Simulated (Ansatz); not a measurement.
Abridged Ansatz (a program for electronic structure) output:

```
Pseudopotential: Si, paw, valence charge 4
Pseudopotential: Ti, paw, valence charge 12
Crystal: 6 atoms, lattice volume = 86.091 Å³
Basis set: ecut = 420 eV, 1685 PW (Γ), exchange–correlation on 96×96×48 points (8 copies of the dense FFT grid, shifted against one another)
Bands: 26, of which v1, the nominal top of the filled ones, is band 20 counted from 1 (19 counted from 0)
Symmetry: 8 space group operations
k-points: 399 of 2548
Functional: x = pbe(κ = 0.804, μ = 0.2195149727645171), c = pbe(β = 0.06672455060314922)
SCF iter   1: F=—  HF=-7545.978407 eV  |F-HF|=—  |Δ(HF+E_count)|=         —  Δρ=5.85e-3  dr2=4.66e-2  ethr=1.77e-3  ⟨swp⟩=6.3  Hψ=52814  notcnv=0
SCF iter   2: F=—  HF=-7545.973287 eV  |F-HF|=—  |Δ(HF+E_count)|=   5.12e-3  Δρ=2.34e-3  dr2=7.98e-3  ethr=1.16e-4  ⟨swp⟩=2.0  Hψ=15862  notcnv=0  defer=45
SCF 1 converged in 8 iterations: F = -7545.972692 eV  dr2 = 9.71e-11
SCF converged after 8 iterations
Free energy (F): -7545.972692 eV
Internal energy: -7545.959281 eV  (E = F + TS)
E sigma→0 (E₀):  -7545.965987 eV
Entropy (-TS):   -0.013411 eV (-2.235 meV/atom)
Fermi energy:    12.780056 eV
--- Forces (eV/Å), atoms counted from 1 ---
  atom   1  Si     0.00000000    -0.00177562    -0.00000000
  atom   2  Si     0.00000000     0.00177562     0.00000000
  atom   3  Si     0.00000000     0.00056793     0.00000000
  atom   4  Si     0.00000000    -0.00056793    -0.00000000
  atom   5  Ti     0.00000000    -0.00034046     0.00000000
  atom   6  Ti     0.00000000     0.00034046    -0.00000000
--- Stress (GPa, compression-positive) ---
       -0.000477       0.000000       0.000000
        0.000000       0.000539       0.000000
        0.000000       0.000000      -0.003689
  P = ⅓ Tr σ = -0.0012 GPa (-0.012 kbar)
```

Task: What was computed, and what are the main results?

Result: TiSi2, 6 atoms in the cell, with PBE, PAW, 420 eV (Ansatz; scalar-relativistic without spin-orbit coupling). The last SCF converged to F = -7545.972692 eV, or -1257.6621 eV per atom, at a pressure of 0.00 GPa. The total energy compares only with runs of the same code, potentials and settings.

Whether these cells are dynamically stable was not tested. All final runs are without spin polarisation. The cell is TiSi₂ (space group Cmcm, No. 63).
